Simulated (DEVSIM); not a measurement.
Structure: Mo/Al2O3/n-Ge capacitor, at 300 K.

Layer 1 from the left is Al2O3, thickness (nm) 9.10. Layer 2 from the left is Ge, thickness (nm) 2200, Nd (cm⁻³) 7.4e16.

Metal gate on the left, work function 4.6 eV. Fixed charge at the semiconductor interface 4.4e10 cm⁻² (in units of +e); no interface traps.

This is a model device: material constants are rounded textbook-type values typed into the input, and sizes, dopings and lifetimes were drawn at random. Values at 300 K.

Al2O3: gap (eV) 6.8, affinity (eV) 1.35, permittivity 9. Ge: gap (eV) 0.664, affinity (eV) 4, permittivity 16, Nc (cm⁻³) 1.04e19, Nv (cm⁻³) 6e18.

**Question.** Estimate by hand the flat-band voltage, the threshold voltage, and compare with a numerical solution.

**Answer.** 
- Flat-band voltage: C = 0.876 μF/cm², work-function difference 0.472 V; VFB = φms − qNf/C = 0.46 V; numerical 0.46 V.
- Threshold voltage: φF = 0.211 V, depletion charge √(4εqNφF) = 1.19e-7 C/cm²; VT = VFB − 2φF − Qd/C = -0.09 V; numerical -0.09 V.

Model (solved in DEVSIM): 1D Poisson equation in equilibrium, Boltzmann statistics, complete ionisation; no quantum confinement or tunnelling. Metal contacts follow the ideal Schottky-Mott rule: no Fermi-level pinning, no interface dipoles.
